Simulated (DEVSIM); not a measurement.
System: abrupt GaAs n-p junction, at 300 K.

```csv
layer (left to right),material,thickness (μm),Nd (cm⁻³),Na (cm⁻³),τn (s),τp (s)
1,GaAs,10.0,6.9e16,-,6.2e-10,1.9e-8
2,GaAs,3.10,-,3.2e17,6.2e-10,6.2e-10
```

Left contact: ohmic. Right contact: ohmic. Voltage is applied to the left contact. Recombination: SRH at mid-gap, radiative, Auger. Mobility is μmin + (μ − μmin)/(1 + (N/Nref)^α).

Constants are typed, rounded textbook-type inputs, not results; the design itself was drawn at random and stands for no fabricated device. Values at 300 K.

```tsv
parameter	GaAs
gap (eV)	1.424
affinity (eV)	4.07
permittivity	12.9
Nc (cm⁻³)	4.7e17
Nv (cm⁻³)	9e18
μn (cm²/Vs)	8500
μp (cm²/Vs)	400
μn,min	500
μp,min	20
Nref,n	6e16
Nref,p	1.5e17
αn	0.39
αp	0.38
B (cm³/s)	2e-10
Cn (cm⁶/s)	1e-30
Cp (cm⁶/s)	1e-30
```

Model (solved in DEVSIM): 1D drift-diffusion, Boltzmann statistics, complete ionisation; no tunnelling, impact ionisation, image-force lowering or self-heating.

Give the dark reverse current.


```json
[
 {"V (V)": "0.20", "J (A/cm²)": "4.5e-11"},
 {"V (V)": "0.50", "J (A/cm²)": "8.4e-11"},
 {"V (V)": "1.00", "J (A/cm²)": "1.4e-10"},
 {"V (V)": "1.50", "J (A/cm²)": "1.9e-10"},
 {"V (V)": "2.00", "J (A/cm²)": "2.3e-10"},
 {"V (V)": "3.00", "J (A/cm²)": "4.4e-10"},
 {"V (V)": "4.00", "J (A/cm²)": "6.9e-10"},
 {"V (V)": "5.00", "J (A/cm²)": "9.1e-10"},
 {"V (V)": "6.50", "J (A/cm²)": "1.2e-9"},
 {"V (V)": "8.00", "J (A/cm²)": "1.5e-9"}
]
```
